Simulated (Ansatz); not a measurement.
## CsGeBr3, element substitutions

Consider CsGeBr3 in the cubic perovskite structure (space group Pm-3m, No. 221; a cell from a computed database, its experimental status unchecked).

```
CsGeBr3
1.0
    5.54451     0.00000     0.00000
    0.00000     5.54451     0.00000
    0.00000     0.00000     5.54451
Cs Ge Br
1 1 3
Direct
  0.00000   0.00000   0.00000
  0.50000   0.50000   0.50000
  0.50000   0.50000   0.00000
  0.00000   0.50000   0.50000
  0.50000   0.00000   0.50000
```

Each row replaces one element on all its sites; cell and atoms are relaxed.

Method: r2SCAN (Ansatz, a program for electronic structure), no spin-orbit coupling, earlier PAW set.

Q: Only one of these has no band gap. Which?
(A) Cs → Na
(B) Br → F
(C) Br → As

A: C, Br → As. Computed: Cs → Na: 0.47 eV; Br → As: zero; Br → F: 2.10 eV

No phonon test of stability was made. As relaxed here, NaGeBr3, CsGeAs3 and CsGeF3 are hypothetical phases, not in the database extracts checked. All final runs are without spin polarisation. Many cubic perovskites are stable only at high temperature; tilts and polar distortions were not tested.
